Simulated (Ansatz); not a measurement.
Results of r²SCAN (Ansatz, a program for electronic structure, plane waves, PAW) for WMo (model structure, Fm-3m, No. 225, 2 atoms in the cell).

Input:

Ansatz 0.2 input:
```yaml
crystal:
  lattice:
    - [0.0, 2.5881962508, 2.5881962508]
    - [2.5881962508, 0.0, 2.5881962508]
    - [2.5881962508, 2.5881962508, 0.0]
  atoms:
    - { symbol: Mo, position: [0.0, 0.0, 0.0] }
    - { symbol: W, position: [0.5, 0.5, 0.5] }
basis:
  ecutwfc: 560
  ecutrho_ratio: 4
  xc_grid: 3
kpoints:
  mp_grid: { grid: [18, 18, 18] }
hamiltonian:
  xc: r2scan
  dispersion: none
  pseudopotentials: { kind: paw }
scf:
  occupations: { method: fermi_dirac, width: 0.05 }
output:
  forces: true
  stress: true
  eigenvalues: true
relax:
  f_tol: 0.004
  escape_saddle: false
  max_steps: 80
```

Output (set-up and result lines):

```
WARN output.stress: scf.convergence.dr2_threshold = 1e-7 eV (the SCF's general default) is looser than the 2e-10 eV advised for a printed stress (1e-10 eV for …
Relaxation: its limit of steps is 80 (relax.max_steps)
Crystal: 2 atoms, lattice volume = 34.675 Å³
Basis set: ecut = 560 eV, 1037 PW (Γ), exchange–correlation on 90×90×90 points (27 copies of the dense FFT grid, shifted against one another)
Bands: 18, of which v1, the nominal top of the filled ones, is band 14 counted from 1 (13 counted from 0)
Symmetry: 48 space group operations
Space group: Fm-3m (ITA 225), of the structure as read, at distance tolerance 3.3e-5 Å
k-points: 195 of 5832
Functional: x = r2scan, c = r2scan; τ floored in thin density (d = 2e-4 eV/Å³)
SCF iter   1: F=—  HF=-15362.088287 eV  |F-HF|=—  |Δ(HF+E_count)|=         —  Δρ=1.99e-2  dr2=2.23e-1  dr2_τ=7.71e-2
SCF iter   2: F=—  HF=-15362.095659 eV  |F-HF|=—  |Δ(HF+E_count)|=   7.37e-3  Δρ=9.32e-3  dr2=4.46e-2  dr2_τ=2.39e-2
  ...
SCF 1 converged in 7 iterations: F = -15362.095157 eV  dr2 = 1.86e-8
relax step   1: F+E_penalty+E_count = -15362.09515731 eV  Δ(F+E_penalty+E_count) = +0.000e0 eV  max|allowed force component| = 1.820e-28 eV/Å  Δτ_max = 0.0000 Å  (7 SCF iters, accepted)
Crystal: 2 atoms, lattice volume = 34.675 Å³
Initial density: handed on by an earlier stage of this run
SCF iter   1: F=—  HF=-15362.095157 eV  |F-HF|=—  |Δ(HF+E_count)|=         —  Δρ=9.18e-6  dr2=1.86e-8  dr2_τ=4.80e-9
SCF iter   2: F=-15362.095157 eV  HF=-15362.095157 eV  |F-HF|=2.59e-8  |Δ(HF+E_count)|=   2.85e-8  Δρ=6.59e-6  dr2=1.02e-8  dr2_τ=3.67e-10
SCF 2 converged in 2 iterations: F = -15362.095157 eV  dr2 = 1.02e-8
SCF converged after 2 iterations
Free energy (F): -15362.095157 eV
Internal energy: -15362.077756 eV  (E = F + TS)
E sigma→0 (E₀):  -15362.086456 eV
Fermi energy:    19.396168 eV
--- Forces (eV/Å), atoms counted from 1 ---
  atom   1  Mo     0.00000000    -0.00000000    -0.00000000
  atom   2  W     -0.00000000    -0.00000000     0.00000000
--- Stress (GPa, compression-positive) ---
        4.397964       0.000000       0.000000
        0.000000       4.397964      -0.000000
       -0.000000      -0.000000       4.397964
  P = ⅓ Tr σ = 4.3980 GPa (43.980 kbar)
```

The cell is one volume of an energy–volume scan, off the minimum.

The PAW data were made under PBE.

Note: the run has no spin polarisation, so it can have missed a magnetic state. Note: the relaxation could raise the start's symmetry but not lower it, so the cell can be a saddle point.

A model structure was made by putting elements into a prototype or built by hand; it is no filed structure, need not be a known phase, and can be a saddle point held by its symmetry.
